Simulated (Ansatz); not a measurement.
Consider a (10,0) BAs nanotube.

Levels: PBE (plane waves to 420 eV, PAW; Ansatz, a first-principles code); PBE with spin-orbit coupling (Ansatz); r2SCAN (plane waves to 500 eV, PAW; Ansatz). Unmarked values and the geometry are of the first. Mesh 1×1×6. No spin polarisation. Isolated but for its images some 11 Å away. A hypothetical model, rolled from the flat sheet. Symmetry and one short period hold its shape; lower forms weren't sought. Values not marked SOC lack spin–orbit coupling.

### Question
What do the calculations give?

### Answer
period along the axis (40 atoms): 5.849 Å
mean diameter: 10.85 Å
radii of the innermost and outermost atoms: 5.29 and 5.56 Å
energy over the flat sheet: +35 meV/atom
PBE gap: 0.85 eV, direct at Γ
electron mass along the axis (PBE): 0.28 mₑ
hole mass along the axis (PBE): 0.23 mₑ
valence and conduction edges under the vacuum level (PBE): 5.12 and 4.26 eV
PBE+SOC gap at this geometry: 0.84 eV
r2SCAN gap at this geometry: 1.11 eV
